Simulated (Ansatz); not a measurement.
The reference is AlPO₄ (space group I-4, No. 82; a = 5.034 Å, c = 7.408 Å). Axes: x, y, z lie along a, b, c of the conventional cell.

Computed with PBEsol in Ansatz (plane waves to 420 eV, PAW, no spin-orbit coupling).

Before the change:

The shortest interatomic distance comes out as 1.535 Å.

The change: tensile biaxial strain of 4.61 % in the plane normal to [001], as in epitaxy on a mismatched substrate; the out-of-plane cell vector and the atoms relax.

**Question.** How does this affect the ratio −ε⊥/ε∥ and shortest interatomic distance?

**Answer.** The ratio −ε⊥/ε∥ comes out as 0.41; the shortest interatomic distance is nearly the same (1.535 Å against 1.533 Å).

Whether these cells are dynamically stable was not tested.

Ansatz is a quantum-chemistry and plane-wave program.
